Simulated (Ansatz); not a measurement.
Band structure of CuI₂ (P4/mmm, 3 atoms in the cell).

```
CuI2
1.0
    5.07453     0.00000     0.00000
    0.00000     5.07453     0.00000
    0.00000     0.00000     4.43420
Cu I
1 2
Cartesian
  0.00000   0.00000   0.00000
  0.00000   2.53727   0.00000
  2.53727   0.00000   0.00000
```

Level of theory: PBEsol, PAW files made with PBE (plane waves; Ansatz, an electronic-structure program).

Settings: basis.ecutwfc = 30.9 Ry; kpoints.mp_grid.grid = 7 7 8; hamiltonian.xc = pbesol; hamiltonian.pseudopotentials = {kind: paw} (the program's default PAW files); scf.occupations.method = gaussian; scf.occupations.width = 0.02 Ry; kpoints.band_path.npoints = 8.

The starting cell comes from a database of computed structures (which also holds hypothetical and non-ambient phases and stackings), without a prior relaxation at this level. Its lattice was rescaled by a random factor within 2.5 % of one. Spin-orbit coupling is off. Spin polarisation is off; with an odd number of electrons in the cell that forces a metal, and a magnetic state may lie lower.

Levels in eV from the Fermi level, bands 24 to 31:
| point | 24 | 25 | 26 | 27 | 28 | 29 | 30 | 31 |
|---|---|---|---|---|---|---|---|---|
| Γ | -1.92 | -0.51 | -0.51 | -0.43 | 0.76 | 4.31 | 6.25 | 6.93 |
| X | -1.62 | -1.26 | -1.03 | -0.52 | 4.83 | 5.71 | 6.22 | 6.39 |
| M | -0.48 | -0.48 | 0.62 | 1.69 | 4.74 | 5.89 | 5.89 | 6.53 |
| Z | -2.04 | -1.34 | -0.41 | -0.41 | 1.30 | 5.56 | 6.23 | 6.23 |
| R | -1.78 | -1.41 | -1.25 | -0.94 | 3.95 | 5.63 | 6.49 | 6.70 |
| A | -1.19 | -1.19 | 0.70 | 1.75 | 2.15 | 4.73 | 6.29 | 6.29 |

Bands cross the Fermi level along this path, so the cell is metallic at this level.

Keys are those of Ansatz 0.2.
